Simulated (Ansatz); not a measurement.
Fermi-surface data of TiSi2 under load (space group Fddd)

Here is the system:

```xyz
6
Lattice="0.0000 4.0445 4.2126 2.3550 0.0000 4.2126 2.3550 4.0445 0.0000" Properties=species:S:1:pos:R:3 pbc="T T T"
Ti     2.3550     4.0445     4.2126
Ti     3.5326     6.0668     6.3189
Si     2.3550     6.7625     4.2126
Si     2.3550     1.3265     4.2126
Si     1.1775     3.3488     2.1063
Si     1.1775     0.6957     2.1063
```

These are PBEsol, rigid bands (plane waves, PAW, scalar-relativistic; Ansatz, a quantum-chemistry and plane-wave program) values and carry that method's errors. Condition of this run: hydrostatic pressure 5 GPa (the target of the relaxation). How the cell was made: cell and atoms relaxed with PBEsol, then loaded as said.

```
Item                                                                     Result
------------------------------------  -----------------------------------------
density of states at the Fermi level          2.17 states/(eV·cell), both spins
bare Sommerfeld coefficient                           0.85 mJ/(mol of atoms·K²)
Drude plasma energy                                5.4 (x), 5.3 (y), 5.0 (z) eV
root-mean-square Fermi velocity                                       6.2e5 m/s
resistivity times τ                   17.0 (x), 17.3 (y), 19.6 (z) ×10⁻²² Ω·m·s
```

A metal at this level (no band gap); rigid bands, thermally averaged at 300 K, both spins. Spin-orbit coupling is left out. τ is one relaxation time for all states.
